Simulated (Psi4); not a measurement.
Psi4 1.11, PBE0/def2-tzvp: sulfur difluoride (FSF), 3 atoms. The geometry is a generated start, not checked to be a minimum at this level.

- task: energy
- method: pbe0
- basis: def2-tzvp
- memory: 3 GB
- maxiter: 100
- keys of the molecule block: symmetry c1
- scf_type: df (default)
- e_convergence: 1e-06 (default)
- d_convergence: 1e-06 (default)
- dft_radial_points: 75 (default)
- dft_spherical_points: 302 (default)
- basis functions: 99
- grid points: 65245

```xyz
3

F     -1.2169    -0.3884     0.0204
S     -0.0167     0.7194     0.0002
F      1.2336    -0.3311    -0.0206
```

With the defaults (diis = true, scf_initial_accelerator = adiis, damping_percentage = 0, soscf = false, soscf_start_convergence = 0.01, diis_max_vecs = 10, guess = auto, which took SAD, level_shift = 0, level_shift_cutoff = 0.01) it converges in 8 SCF iterations. One run each on 2 threads, with these changes:
- level_shift = 0.5, level_shift_cutoff = 0.001
- guess = sap
- diis_max_vecs = 20
- guess = modhuckel
- guess = gwh
- damping_percentage = 20
- soscf = true, soscf_start_convergence = 0.001
- diis = false, scf_initial_accelerator = none, damping_percentage = 60
- damping_percentage = 60

Question: Which of these changes keep the SCF from converging, or lead it to another solution?

Answer: No convergence: diis = false, scf_initial_accelerator = none, damping_percentage = 60 (the run ends without SCF convergence in 100 iterations). The rest reach the solution of the defaults.

```json
[
 {"setting": "soscf = true, soscf_start_convergence = 0.001", "SCF iterations": "6", "JK calls": "12", "end": "same solution"},
 {"setting": "level_shift = 0.5, level_shift_cutoff = 0.001", "SCF iterations": "7", "JK calls": "8", "end": "same solution"},
 {"setting": "the defaults", "SCF iterations": "8", "JK calls": "9", "end": "same solution"},
 {"setting": "diis_max_vecs = 20", "SCF iterations": "8", "JK calls": "9", "end": "same solution"},
 {"setting": "guess = modhuckel", "SCF iterations": "9", "JK calls": "23", "end": "same solution"},
 {"setting": "guess = sap", "SCF iterations": "9", "JK calls": "9", "end": "same solution"},
 {"setting": "guess = gwh", "SCF iterations": "11", "JK calls": "11", "end": "same solution"},
 {"setting": "damping_percentage = 20", "SCF iterations": "18", "JK calls": "19", "end": "same solution"},
 {"setting": "damping_percentage = 60", "SCF iterations": "63", "JK calls": "64", "end": "same solution"},
 {"setting": "diis = false, scf_initial_accelerator = none, damping_percentage = 60", "SCF iterations": "100", "JK calls": "101", "end": "no convergence"}
]
```

An SOSCF iteration holds several JK calls; a Hückel guess adds calls on atoms.
